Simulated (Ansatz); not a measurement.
Consider this model of amorphous Al$_{28}$O$_{43}$Ca.

```xyz
72
Lattice="9.2697 -0.0546 0.0253 -0.0546 9.2320 0.0352 0.0253 0.0352 9.5425" Properties=species:S:1:pos:R:3 pbc="T T T"
Al     1.6670     3.2981     7.6199
Al     4.6792     4.4010     7.5157
Al     6.0037     4.4712     1.6794
Al     0.3936     3.8093     4.5661
Al     6.3424     3.8546     4.7809
Al     1.7498     5.2749     2.7878
Al     4.7480     1.2477     5.4170
Al     1.9720     2.1067     2.7121
Al     1.8871     7.4055     6.7292
Al     0.2342     5.4336     7.4626
Al     7.9519     1.9474     5.7712
Al     4.2677     2.8627     0.3880
Al     3.1895     0.9535     7.4457
Al     7.6907     7.7337     6.4549
Al     2.9424     8.8297     0.0420
Al     4.9269     7.4946     6.9844
Al     0.5132     1.2940     0.0660
Al     0.3717     0.2382     4.5072
Al     4.9471     1.1982     2.4395
Al     4.9712     7.3061     1.7525
Al     0.1415     4.1482     1.1441
Al     7.5803     3.6825     8.5981
Al     2.9220     8.2079     4.1300
Al     7.3937     6.6891     9.3407
Al     7.6178     8.8918     1.6435
Al     3.0904     5.6549     9.3908
Al     0.7320     8.1363     2.1117
Al     5.0028     6.1190     4.6875
O      6.8097     7.8940     8.0898
O      1.7268     7.0301     3.1476
O      3.5498     7.0298     5.6968
O      8.6006     8.7784     3.1087
O      7.6408     4.1259     0.8388
O      8.0938     0.8533     0.3895
O      4.5333     6.0896     8.0757
O      6.2300     2.0693     4.9320
O      1.8012     6.1346     8.0584
O      6.2002     7.0605     5.6886
O      5.8002     8.9623     1.7628
O      3.4266     1.8634     1.7645
O      4.9473     0.0899     6.7446
O      1.6871     8.6785     5.4498
O      5.0780     4.5894     5.8027
O      0.0150     6.9658     6.5138
O      3.5665     7.3549     0.7008
O      4.3169     7.0855     3.3482
O      6.1917     6.2772     1.0763
O      3.4839     2.1770     6.2436
O      2.7459     8.4980     7.8714
O      7.7661     5.4402     8.0903
O      2.1583     3.6902     3.6430
O      0.7978     2.4745     1.3978
O      5.7578     2.5754     1.6978
O      8.5184     7.4449     0.9581
O      4.0522     1.1051     9.0821
O      8.2018     0.0895     5.7514
O      4.2607     4.5865     1.0085
O      1.6667     5.2085     1.0334
O      4.2819     0.4378     3.9336
O      5.8921     4.9081     3.4575
O      5.7121     3.3651     8.5582
O      3.1825     3.8292     8.4379
O      0.1917     2.0118     4.6438
O      1.3514     9.0705     0.6920
O      1.7508     0.3536     3.1785
O      7.9794     3.8391     5.2957
O      0.0388     4.7229     2.9817
O      1.0535     4.2630     6.2484
O      7.8032     2.2736     7.4951
O      1.5167     1.5945     8.0859
O      0.2991     3.9141     8.7143
Ca     6.3593     0.8930     8.5109
```

These are PBE, scalar-relativistic without spin-orbit coupling (plane waves to 420 eV, PAW; Ansatz, a program for electronic structure) values and carry that method's errors.

It comes from a melt-quench run on a machine-learned potential (CHGNet), relaxed afterwards by DFT. O atoms were pushed apart under 1.9 Å during the dynamics, to hinder bonds among them. The hot cell started wider than the set density and was brought back towards it in steps. It is the lowest in DFT energy of 2 quenches. It is a model cell: composition and starting density were chosen by hand, and all elements were melted together. No dispersion term was used. Its density started from a set value of 3.11 and ended at 3.02 g/cm³. The quench (nominally 410 K/ps over its main leg) was far faster than any real one, so the model tends to hold more defects than a real film. One small periodic cell is one sample of the glass; other quenches scatter about these values. Volume and shape were free in the relaxation.

Bonds are counted up to Al-Al 2.66 Å, Al-O 2.30 Å, Al-Ca 3.27 Å, O-O 1.58 Å, O-Ca 2.90 Å, Ca-Ca 3.87 Å. Two cations that share two anions don't count as bonded, nor two that share one unless they lie closer than Al-Al 2.59 Å, Al-Ca 3.18 Å, Ca-Ca 3.77 Å.

Question: Give the coordination numbers, mean bond lengths and angles.

Answer: 
```yaml
Mean coordination of Al by anions: 4.64 (13 with 4, 12 with 5, 3 with 6)
Mean coordination of O: 3.16 (1 with 2, 34 with 3, 8 with 4)
Mean coordination of Ca by anions: 6.00 (1 with 6)
Mean Al-O bond: 1.859 Å (spread 0.092 Å, 130 counted)
Mean O-Ca bond: 2.363 Å (spread 0.104 Å, 6 counted)
Bond angle at Al: mean 107.1°, spread 24.2°
Bond angle at O: mean 113.9°, spread 19.6°
Bond angle at Ca: mean 103.5°, spread 31.2°
```

Question: List the pairs of like atoms that count as bonded by the rules above.

Answer: There are none by these rules.
